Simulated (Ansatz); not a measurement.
```yaml
crystal:
  lattice:
    - [-2.74364, 2.74364, 3.90435]
    - [2.74364, -2.74364, 3.90435]
    - [2.74364, 2.74364, -3.90435]
  atoms:
    - { symbol: Sr, position: [0.75000, 0.25000, 0.50000] }
    - { symbol: Sr, position: [0.25000, 0.75000, 0.50000] }
    - { symbol: Ti, position: [0.00000, 0.00000, 0.00000] }
    - { symbol: Ti, position: [0.50000, 0.50000, 0.00000] }
    - { symbol: O, position: [0.77461, 0.27461, 0.04922] }
    - { symbol: O, position: [0.22539, 0.72539, 0.95078] }
    - { symbol: O, position: [0.27461, 0.22539, 0.50000] }
    - { symbol: O, position: [0.72539, 0.77461, 0.50000] }
    - { symbol: O, position: [0.75000, 0.75000, 0.00000] }
    - { symbol: O, position: [0.25000, 0.25000, 0.00000] }
```

The cell is a database entry relaxed within its symmetry; it need not be the phase found at ambient conditions. Dynamical quadrupoles are not included in the interpolation of the phonons between the solved wave vectors.

Q: Is this relaxed cell dynamically stable according to harmonic phonons (finite displacements on a 4×4×4 mesh, Ansatz, an electronic-structure program, PBEsol functional, plane-wave PAW, k mesh 8×8×8)? If not, where is the strongest instability?

A: No. The softest mode is 67i cm⁻¹ at q = (0.000, 0.000, 0.000) in fractions of the reciprocal vectors of this cell, and 1 of the 64 wave vectors of the mesh carry a mode beyond 15i cm⁻¹.

The PAW data sets were generated under PBE and serve the other functionals too.
